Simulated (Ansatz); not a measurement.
Band structure of RbTl₃ (Fm-3m, 4 atoms in the cell).

```
CELL_PARAMETERS angstrom
      0.00000     4.18059     4.18059
      4.18059     0.00000     4.18059
      4.18059     4.18059     0.00000
ATOMIC_POSITIONS crystal
  Rb 0.00000 0.00000 0.00000
  Tl 0.25000 0.25000 0.25000
  Tl 0.75000 0.75000 0.75000
  Tl 0.50000 0.50000 0.50000
```

Computed with LDA (PW92), PAW files made with PBE (plane waves; Ansatz, an electronic-structure program).

Settings: kpoints.mp_grid.grid = 7 7 7; hamiltonian.xc = lda; hamiltonian.pseudopotentials = {kind: paw} (the program's default PAW files); scf.occupations.method = gaussian; scf.occupations.width = 0.1 eV; kpoints.band_path.npoints = 8.

The starting cell comes from a database of computed structures (which also holds hypothetical and non-ambient phases and stackings), without a prior relaxation at this level. Its lattice was rescaled by a random factor within 2.5 % of one. Spin-orbit coupling is off.

Levels in eV from the Fermi level, bands 21 to 28:
| point | 21 | 22 | 23 | 24 | 25 | 26 | 27 | 28 |
|---|---|---|---|---|---|---|---|---|
| Γ | -4.91 | -3.66 | 0.01 | 0.01 | 0.01 | 0.98 | 0.98 | 0.98 |
| X | -6.05 | -5.63 | -1.13 | -1.13 | 0.08 | 3.05 | 3.05 | 3.18 |
| W | -6.00 | -5.97 | -1.81 | 0.32 | 0.32 | 1.29 | 3.08 | 3.22 |
| K | -6.12 | -5.64 | -1.27 | -0.94 | 1.14 | 1.57 | 2.30 | 3.68 |
| L | -6.39 | -4.55 | -0.50 | -0.50 | 0.12 | 1.44 | 1.44 | 3.00 |
| U | -6.12 | -5.64 | -1.27 | -0.94 | 1.14 | 1.57 | 2.30 | 3.68 |

Bands cross the Fermi level along this path, so the cell is metallic at this level.

Keys are those of Ansatz 0.2.
